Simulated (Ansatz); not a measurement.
Input and output of a self-consistent single point for VIr₃ (P4mm, 4 atoms in the cell) (Ansatz, a program for electronic structure).

Level of theory: LDA (PW92), harder PAW files (source: ansatz) made with PBE (plane waves; Ansatz).

The change in words: lattice scaled by 0.98; basis.ecutwfc: 420 eV → 1260 eV; hamiltonian.pseudopotentials: {kind: paw} (the program's default PAW files) → {kind: paw, source: ansatz}. Reference geometry:
```yaml
crystal:
  lattice:
    - [3.79774, 0.00000, 0.00000]
    - [0.00000, 3.79774, 0.00000]
    - [0.00000, 0.00000, 3.79774]
  atoms:
    - { symbol: V, position: [0.00000, 0.00000, 0.01317] }
    - { symbol: Ir, position: [0.50000, 0.50000, 0.00000] }
    - { symbol: Ir, position: [0.00000, 0.50000, 0.50000] }
    - { symbol: Ir, position: [0.50000, 0.00000, 0.50000] }
```

Reference input (self-consistent single point, DFT, LDA (PW92), plane waves, default PAW files made with PBE): basis.ecutwfc = 420 eV; kpoints.mp_grid.grid = 9 9 9; hamiltonian.xc = lda; hamiltonian.pseudopotentials = {kind: paw} (the program's default PAW files); scf.occupations.method = gaussian; scf.occupations.width = 0.1 eV. This run's input differs from it in these lines:

Ansatz 0.2 input:
```diff
@@ -2,5 +2,5 @@
   lattice:
-    - [3.797736, 0.000000, 0.000000]
-    - [0.000000, 3.797736, 0.000000]
-    - [0.000000, 0.000000, 3.797736]
+    - [3.721781, 0.000000, 0.000000]
+    - [0.000000, 3.721781, 0.000000]
+    - [0.000000, 0.000000, 3.721781]
   atoms:
@@ -11,3 +11,3 @@
 basis:
-  ecutwfc: 420.0
+  ecutwfc: 1260.0
 kpoints:
@@ -19,2 +19,3 @@
     kind: paw
+    source: ansatz
 scf:
```

Output, abridged:

```
SCF iter   1: F=—  HF=-66621.008747 eV  |F-HF|=—  |Δ(HF+E_count)|=         —  Δρ=2.65e-1  dr2=6.45e1  ethr=3.10e-3  ⟨swp⟩=4.8  Hψ=18101  notcnv=0  defer=43
all-band conjugate gradients solve this SCF's bands
preconditioner: auto → Kerker (q_TF=auto, 3.077 Å⁻¹)
SCF iter   2: F=—  HF=-66617.536942 eV  |F-HF|=—  |Δ(HF+E_count)|=    3.47e0  Δρ=1.07e-1  dr2=1.02e1  ethr=3.10e-3  ⟨swp⟩=2.3  Hψ=9069  notcnv=0  defer=297
   [... lines left out ...]
SCF iter   6: F=—  HF=-66616.775005 eV  |F-HF|=—  |Δ(HF+E_count)|=   2.74e-4  Δρ=4.03e-4  dr2=1.19e-4  ethr=8.10e-7  ⟨swp⟩=2.0  Hψ=7937  notcnv=0  defer=278
SCF iter   7: F=—  HF=-66616.774972 eV  |F-HF|=—  |Δ(HF+E_count)|=   3.29e-5  Δρ=1.43e-4  dr2=1.38e-5  ethr=1.12e-7  ⟨swp⟩=2.0  Hψ=5938  notcnv=0  defer=278
SCF iter   8: F=—  HF=-66616.774751 eV  |F-HF|=—  |Δ(HF+E_count)|=   2.21e-4  Δρ=4.22e-5  dr2=7.62e-7  ethr=1.30e-8  ⟨swp⟩=2.0  Hψ=5734  notcnv=0  defer=278
SCF iter   9: F=-66616.774751 eV  HF=-66616.774751 eV  |F-HF|=7.61e-9  |Δ(HF+E_count)|=   1.26e-7  Δρ=7.42e-6  dr2=1.93e-8  ethr=9.43e-11  ⟨swp⟩=11.4  Hψ=24187  notcnv=0
SCF 1 converged in 9 iterations: F = -66616.774751 eV  dr2 = 1.93e-8
Free energy (F): -66616.774751 eV
Internal energy: -66616.764491 eV  (E = F + TS)
E sigma→0 (E₀):  -66616.769621 eV
Entropy (-TS):   -0.010261 eV (-2.565 meV/atom)
Fermi energy:    29.508939 eV
--- Forces (eV/Å), atoms counted from 1 ---
  atom   1  V     -0.00000000     0.00000000    -0.27148986
  atom   2  Ir    -0.00000000     0.00000000     0.15020542
  atom   3  Ir     0.00000000     0.00000000     0.06062236
  atom   4  Ir    -0.00000000     0.00000000     0.06062236
--- Stress (GPa, compression-positive) ---
       16.880226       0.000000       0.000000
        0.000000      16.880226       0.000000
        0.000000       0.000000      17.043458
  P = ⅓ Tr σ = 16.9346 GPa (169.346 kbar)
  The stress holds the Pulay correction. Without it, at fixed plane waves, as pw.x and ABINIT print it: P = 16.9220 GPa
```

The run converged in 9 iterations. Against the reference run the pressure goes from -6.96 to 16.93 GPa and the largest force goes from 0.141 to 0.271 eV/Å.

The starting cell comes from a database of computed structures (which also holds hypothetical and non-ambient phases and stackings), without a prior relaxation at this level. Its lattice was rescaled by up to half a per cent. One atom was moved a little off its site on purpose. For this run, on top of that: lattice scaled by 0.98. Spin polarisation is off. Ansatz's pressure includes its estimate of the finite-basis (Pulay) stress.

Cost on one core of a shared machine: roughly 90 s.
